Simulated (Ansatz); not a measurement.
The starting structures come from a database of crystals and need not be the phases stable at ambient conditions.

By PBEsol, the system below comes out a metal.

A figure of merit of an interconnect metal is its ballistic conductance per area.

```
Cu3Pd
1.0
    3.67193     0.00000     0.00000
    0.00000     3.67193     0.00000
    0.00000     0.00000     3.67193
Cu Pd
3 1
Direct
  0.00000   0.50000   0.50000
  0.50000   0.00000   0.50000
  0.50000   0.50000   0.00000
  0.00000   0.00000   0.00000
```

Space group of this cell: Pm-3m, Cu3Au type. The cell is taken as given; by PBEsol its mean pressure is -2.5 GPa.

The current flows along the normal of the first two printed cell vectors, the (001) plane of the conventional cell. No spin-orbit coupling; the value is a mean over 0.1 eV about the Fermi level.

Task: State the ballistic conductance per area according to PBEsol run with Ansatz (a program for electronic structure).

Result: 0.90 × 10¹⁵ S/m² for both spins.
